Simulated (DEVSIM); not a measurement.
Structure: illuminated Si n-on-p cell, one wavelength, with a back-surface field, at 300 K.

Layer 1 from the left is Si, thickness (μm) 0.570, Nd (cm⁻³) 1.2e18, τn (s) 1.2e-6, τp (s) 1.2e-6, absorption coefficient (cm⁻¹) 79000. Layer 2 from the left is Si, thickness (μm) 98.0, Na (cm⁻³) 1.9e15, τn (s) 9.1e-5, τp (s) 9.1e-5, absorption coefficient (cm⁻¹) 79000. Layer 3 from the left is Si, thickness (μm) 0.110, Na (cm⁻³) 5e18, τn (s) 9.1e-5, τp (s) 9.1e-5, absorption coefficient (cm⁻¹) 79000.

Left contact: ohmic, minority hole recombination velocity 10000 cm/s. Right contact: ohmic, minority electron recombination velocity 800 cm/s. Voltage is applied to the left contact. Recombination: SRH at mid-gap, radiative, Auger. Light enters at the left, 9.4e16 photons cm⁻² s⁻¹, one pass, no reflection. Mobility is μmin + (μ − μmin)/(1 + (N/Nref)^α).

Constants are typed, rounded textbook-type inputs, not results; the design itself was drawn at random and stands for no fabricated device. Values at 300 K.

Si: gap (eV) 1.124, affinity (eV) 4.05, permittivity 11.7, Nc (cm⁻³) 2.86e19, Nv (cm⁻³) 3.1e19, μn (cm²/Vs) 1417, μp (cm²/Vs) 470, μn,min 52, μp,min 45, Nref,n 9.7e16, Nref,p 2.2e17, αn 0.68, αp 0.72, B (cm³/s) 4.7e-15, Cn (cm⁶/s) 2.8e-31, Cp (cm⁶/s) 9.9e-32.

Model (solved in DEVSIM): 1D drift-diffusion, Boltzmann statistics, complete ionisation; no tunnelling, impact ionisation, image-force lowering or self-heating.

Dark forward current:

| |V| (V) | |J| (A/cm²) |
|---|---|
| 0.05 | 1.220e-10 |
| 0.10 | 4.669e-10 |
| 0.15 | 1.621e-9 |
| 0.20 | 6.247e-9 |
| 0.25 | 2.885e-8 |
| 0.30 | 1.587e-7 |
| 0.35 | 9.805e-7 |
| 0.40 | 6.443e-6 |
| 0.45 | 4.350e-5 |
| 0.50 | 0.0002943 |
| 0.55 | 0.001881 |
| 0.60 | 0.009502 |
| 0.65 | 0.03654 |
| 0.70 | 0.1442 |
| 0.75 | 0.6692 |
| 0.80 | 3.410 |
| 0.85 | 17.01 |
| 0.90 | 78.92 |
| 0.95 | 328.5 |
| 1.00 | 1025 |
| 1.05 | 2278 |

Question: Work out the local ideality factor n = ΔV / (kT/q · ln(J2/J1)) between the rows 0.15 and 0.20 V, 0.45 and 0.50 V, 1.00 and 1.05 V.

Answer: kT/q = 25.85 mV. From 0.15 to 0.20 V: ln(6.247e-9/1.621e-9) = 1.349, n = 1.43. From 0.45 to 0.50 V: ln(0.0002943/4.350e-5) = 1.912, n = 1.01, near the 1 of diffusion or emission over a barrier. From 1.00 to 1.05 V: ln(2278/1025) = 0.799, n = 2.42.

Question: What current could the absorbed light give at most, and what share is collected?

Answer: Σ αd = 780, so qΦ(1 − exp(−Σ αd)) = 15.1 mA/cm². The simulated short-circuit current is 13.43 mA/cm², a share of 0.89.

Question: Estimate the open-circuit voltage by superposition: the voltage at which the dark current equals that short-circuit current.

Answer: Interpolating ln J in the table gives 0.613 V. The simulation gives 0.612 V, the same within the digits that matter. Superposition holds where collection doesn't change with voltage.

Question: Estimate the fill factor from FF0 = (v − ln(v + 0.72))/(v + 1), v = qVoc/(nkT), with n from the dark curve.

Answer: The rows about Voc, 0.60 and 0.65 V, give n = 1.44, so v = 16.5 and FF0 = 0.780. The simulation gives 0.809; the estimate lies 3.6 % below.
